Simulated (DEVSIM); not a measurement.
Device: Al/Si3N4/n-Si capacitor, at 400 K.

Layer 1 from the left is Si3N4, thickness (nm) 6.80. Layer 2 from the left is Si, thickness (nm) 9700, Nd (cm⁻³) 3.5e15.

Metal gate on the left, work function 4.1 eV. Fixed charge at the semiconductor interface 0 cm⁻² (in units of +e); interface traps 1.6e10 cm⁻² eV⁻¹, uniform in energy, neutral level at 0.7 of the gap above the valence band.

The device is made up for the run: typed textbook-type constants, with dimensions and the other settings drawn at random. Values at 300 K; Nc and Nv go as T^1.5, mobilities as T to minus their exponent, the gap by Varshni's rule with the affinity fixed.

Si3N4: gap (eV) 5.1, affinity (eV) 2.1, permittivity 7.5. Si: gap (eV) 1.124, affinity (eV) 4.05, permittivity 11.7, Nc (cm⁻³) 2.86e19, Nv (cm⁻³) 3.1e19, Varshni α (eV/K) 0.000473, Varshni β (K) 636.

Simulated with DEVSIM: 1D Poisson equation in equilibrium, Boltzmann statistics, complete ionisation; no quantum confinement or tunnelling. Metal contacts follow the ideal Schottky-Mott rule: no Fermi-level pinning, no interface dipoles.

What does the simulation give for the minimum of the low-frequency capacitance, the threshold voltage (band bending 2φF)?

minimum of the low-frequency capacitance 0.0346 μF/cm²; threshold voltage (band bending 2φF) -0.74 V.
